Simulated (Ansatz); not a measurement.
Consider ZnS in the zinc blende structure (space group F-43m, No. 216).

```yaml
crystal:
  lattice:
    - [0.00000, 2.69520, 2.69520]
    - [2.69520, 0.00000, 2.69520]
    - [2.69520, 2.69520, 0.00000]
  atoms:
    - { symbol: S, position: [0.75000, 0.75000, 0.75000] }
    - { symbol: Zn, position: [0.00000, 0.00000, 0.00000] }
```

Cartesian axes are those of the cell as printed.

Level of theory: r2SCAN, PAW, 500 eV (Ansatz, a first-principles code; without spin-orbit coupling), earlier PAW set.

Now apply this change: a pure shear with ε_xy = ε_yx = 0.0180; the atoms relax in the strained cell.

Problem. Predict the stress tensor and what it implies for the stiffness.

Solution. Stress of the strained cell less that of the base (GPa, compression positive):
```
   0.03   -1.80    0.00
  -1.80    0.03    0.00
   0.00    0.00   -0.01
```

Then −Δσ/γ with γ = 2ε = 0.0360 gives secant stiffness values (nonlinear terms included at this strain): C66 ≈ 50 GPa.

Stability against distortions was not tested.
